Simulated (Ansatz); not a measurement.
Volume per atom of Sb2Se3 (model structure, started from the corundum type, R-3c, No. 167, 10 atoms in the cell) at several levels of theory

No measured value is used here.

```csv
level (code),value (Å³/atom)
PBE (Ansatz),31.28
PBEsol (Ansatz),29.05
PBE-D3(BJ) (Ansatz),29.02
```

Ansatz's density-functional and Hartree–Fock values are scalar-relativistic unless marked +SOC, with PAW data made under PBE.

A model structure was made by putting elements into a prototype or built by hand; it is no filed structure, need not be a known phase, and can be a saddle point held by its symmetry.

Ansatz is a program for electronic structure.
